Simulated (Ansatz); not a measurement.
Functionals compared on the (320) surface of germanium in its 1x1 cell, relaxed from an ideal cut (the real face may reconstruct), outermost plane spacing 0.40 Å in the ideal cut (in the relaxation 2 Ge–Ge bonds formed), in Ansatz (plane waves, PAW). The structure was relaxed with PBE; the other rows are single points on it, each with its references at the same level. Cutoff 420 eV (500 eV for r2SCAN).

Slab: 29 atoms, 11.2 Å thick at the start; k 5x3x1, smearing 0.025 eV, dipole-corrected; all atoms relaxed; no symmetry held; no spin (no spin-polarised run to compare, though such a face may carry moments), no spin-orbit, no U. Its gap by band count is narrow, 0.08 eV on this mesh, and the smearing reaches across it. These notes are the PBE run's.

| functional | surface energy (J/m²) | rough cost of the single point |
|---|---|---|
| PBE | 0.91 | – |
| LDA | 1.16 | about 2.9 core-minutes (a rough figure) |
| PBEsol | ___ | roughly 2.8 core-minutes |
| RPBE | 0.79 | roughly 2.9 core-minutes |
| r2SCAN | 1.16 | about 9 core-minutes (a rough figure) |

Problem. Complete the blanks.

Solution. 
- PBEsol, surface energy (J/m²): 1.06

Ansatz is a first-principles code.
